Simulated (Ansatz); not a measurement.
Ansatz (a first-principles code) run on K3Ba (I4/mmm, 4 atoms in the cell): self-consistent single point

Computed with PBEsol, harder PAW files (source: ansatz) made with PBE (plane waves; Ansatz).

Input as run:

Ansatz 0.2 input:
```yaml
crystal:
  lattice:
    - [-3.138505, 3.138505, 7.190885]
    - [3.138505, -3.138505, 7.190885]
    - [3.138505, 3.138505, -7.190885]
  atoms:
    - { symbol: K, position: [0.750000, 0.250000, 0.500000] }
    - { symbol: K, position: [0.250000, 0.750000, 0.500000] }
    - { symbol: K, position: [0.500000, 0.500000, 0.000000] }
    - { symbol: Ba, position: [0.000000, 0.000000, 0.000000] }
basis:
  ecutwfc: 390.0 eV
kpoints:
  mp_grid: { grid: [8, 8, 8] }
hamiltonian:
  xc: pbesol
  pseudopotentials: { kind: paw, source: ansatz }
scf:
  occupations: { method: cold, width: 0.272 eV }
output:
  forces: true
  eigenvalues: true
  stress: true
```

Output (repeated stretches shortened):

```
WARN ansatz: RAYON_NUM_THREADS=1 ignored (pool sized by the plan → 1); use --threads N
Pseudopotentials: kind: paw
Pseudopotential: K, paw, valence charge 9
Pseudopotential: Ba, paw, valence charge 10
Crystal: 4 atoms, lattice volume = 283.327 Å³
Basis set: ecut = 390 eV, 4975 PW (Γ), exchange–correlation on 120×120×120 points (8 copies of the dense FFT grid, shifted against one another)
Bands: 23, of which v1, the nominal top of the filled ones, is band 19 counted from 1 (18 counted from 0)
Symmetry: 16 space group operations
Space group: I4/mmm (ITA 139), of the structure as read, at distance tolerance 6.6e-5 Å
k-points: 59 of 512
PAW frozen core: K, regenerated for the run's functional, and the local potential with it
PAW frozen core: Ba, regenerated for the run's functional, and the local potential with it
Initial density: superposition of atomic densities (chi_scale 0.1, normalization cell, long waves kept (reshape's long-wave potential 0.00 eV rms))
Initial wavefunctions: pseudopotential atomic-orbital guess
Eigensolver: davidson
Functional: x = pbesol(κ = 0.804, μ = 0.12345679012345678), c = pbesol(β = 0.046)
SCF iter   1: F=—  HF=-10395.149104 eV  |F-HF|=—  |Δ(HF+E_count)|=         —  Δρ=1.73e-2  dr2=4.18e-1  ethr=3.10e-3  ⟨swp⟩=7.7  Hψ=6884  notcnv=0
all-band conjugate gradients solve this SCF's bands
preconditioner: auto → Kerker (q_TF=auto, 1.943 Å⁻¹)
SCF iter   2: F=—  HF=-10394.997410 eV  |F-HF|=—  |Δ(HF+E_count)|=   1.52e-1  S|Δr|=    0.00e0  Δρ=9.46e-3  dr2=1.64e-1  ethr=1.13e-3  ⟨swp⟩=1.0  Hψ=1829  notcnv=0
SCF iter   3: F=—  HF=-10394.916455 eV  |F-HF|=—  |Δ(HF+E_count)|=   8.10e-2  S|Δr|=    0.00e0  Δρ=1.24e-3  dr2=6.29e-3  ethr=4.42e-4  ⟨swp⟩=2.0  Hψ=2297  notcnv=0
SCF iter   4: F=—  HF=-10394.914872 eV  |F-HF|=—  |Δ(HF+E_count)|=   1.58e-3  S|Δr|=    0.00e0  Δρ=4.22e-4  dr2=7.19e-4  ethr=1.70e-5  ⟨swp⟩=2.0  Hψ=2365  notcnv=0
SCF iter   5: F=—  HF=-10394.914632 eV  |F-HF|=—  |Δ(HF+E_count)|=   2.40e-4  S|Δr|=    0.00e0  Δρ=6.22e-5  dr2=3.49e-5  ethr=1.94e-6  ⟨swp⟩=2.1  Hψ=2373  notcnv=0
SCF iter   6: F=—  HF=-10394.914734 eV  |F-HF|=—  |Δ(HF+E_count)|=   1.03e-4  S|Δr|=    0.00e0  Δρ=2.38e-5  dr2=5.90e-6  ethr=9.44e-8  ⟨swp⟩=2.0  Hψ=2254  notcnv=0
SCF iter   7: F=—  HF=-10394.914733 eV  |F-HF|=—  |Δ(HF+E_count)|=   1.11e-6  S|Δr|=    0.00e0  Δρ=7.26e-6  dr2=4.82e-7  ethr=1.59e-8  ⟨swp⟩=2.0  Hψ=1534  notcnv=0
SCF iter   8: F=-10394.914733 eV  HF=-10394.914733 eV  |F-HF|=1.81e-8  |Δ(HF+E_count)|=   1.23e-7  S|Δr|=    0.00e0  Δρ=2.47e-6  dr2=5.17e-8  ethr=2.70e-10  ⟨swp⟩=8.6  Hψ=7203  notcnv=0
SCF 1 converged in 8 iterations: F = -10394.914733 eV  dr2 = 5.17e-8
SCF converged after 8 iterations
Stability not checked (fill_not_monotonic)
Free energy (F): -10394.914733 eV
Harris-Foulkes:  -10394.914733 eV  (|F-HF|=1.81e-8)
Internal energy: -10394.885604 eV  (E = F + TS)
E sigma→0 (E₀):  -10394.905023 eV
Entropy (-TS):   -0.029129 eV (-7.282 meV/atom)
Fermi energy:    2.610577 eV
Step filling:    the computed levels leave a gap of 0.0019 eV = 0.0 smearing widths
--- Per-component energies (eV) ---
  E_band       = -520.670815
  E_kinetic    = 929.120193
  E_local      = -3196.221013  (includes V_loc(G=0)·N_el)
  E_nonlocal   = 637.492245
  E_hartree    = 927.005267
  E_xc         = -731.443315
  E_vxc        = -642.438804  (∫ρ·V_xc dr)
  E_paw        = -7240.293526  (= ΣΔE_a)
  E_vpaw       = -102.635649  (= ΣTr[D̂ρ^β])
  E_aug_tail   = -0.000380  (compensation charges beyond the density's cutoff)
  E_ewald      = -1721.019474
  E_core_change = 0.474399  (= ΣΔE_core)
  E_smearing   = -0.029129  (= −TS)
  E_closure    = -0.000000  (closes the sum)
  Σ components = -10394.914733   (vs F -10394.914733, Δ=0.00e0)
--- Forces (eV/Å), atoms counted from 1 ---
  atom   1  K      0.00000000    -0.00000000     0.00000000
   [... zero for the other atoms too ...]
  max |Σ_I F_I| component: 2.60e-18 eV/Å
--- Stress (GPa, compression-positive) ---
       -0.098015       0.000000       0.000000
        0.000000      -0.098015       0.000000
        0.000000       0.000000      -0.288585
  P = ⅓ Tr σ = -0.1615 GPa (-1.615 kbar)
  The stress holds the Pulay correction. Without it, at fixed plane waves, as pw.x and ABINIT print it: P = -0.1637 GPa
--- Band table (eV; the first three rows and the last of 59) ---
  k-point 0: bands = ["-29.0864", "-29.0807", "-28.9859", "-27.2514", "-12.6675", "-12.6675", "-12.6416", "-12.6151", "-12.6109", "-12.6109", "-12.5599", "-12.5599", "-12.5244", "-12.3495", "-12.3276", "-12.3276", "0.2496", "2.5839", "2.8383", [...]
  k-point 1: bands = ["-29.0860", "-29.0811", "-28.9859", "-27.2514", "-12.6695", "-12.6584", "-12.6388", "-12.6205", "-12.6181", "-12.6100", "-12.5594", "-12.5527", "-12.5248", "-12.3501", "-12.3364", "-12.3270", "0.3967", "2.7095", "2.8794", [...]
  k-point 2: bands = ["-29.0850", "-29.0821", "-28.9859", "-27.2514", "-12.6741", "-12.6435", "-12.6362", "-12.6318", "-12.6251", "-12.6077", "-12.5586", "-12.5469", "-12.5259", "-12.3515", "-12.3452", "-12.3254", "0.8196", "2.8754", "2.9830", [...]
  k-point 58: bands = ["-29.0864", "-29.0807", "-28.9859", "-27.2514", "-12.6704", "-12.6704", "-12.6292", "-12.6149", "-12.6101", "-12.6101", "-12.5579", "-12.5579", "-12.5309", "-12.3568", "-12.3273", "-12.3273", "0.9269", "1.3054", "2.6492", [...]
```

The run converged in 8 iterations.

The starting cell comes from a database of computed structures (which also holds hypothetical and non-ambient phases and stackings), without a prior relaxation at this level. Ansatz's pressure includes its estimate of the finite-basis (Pulay) stress.
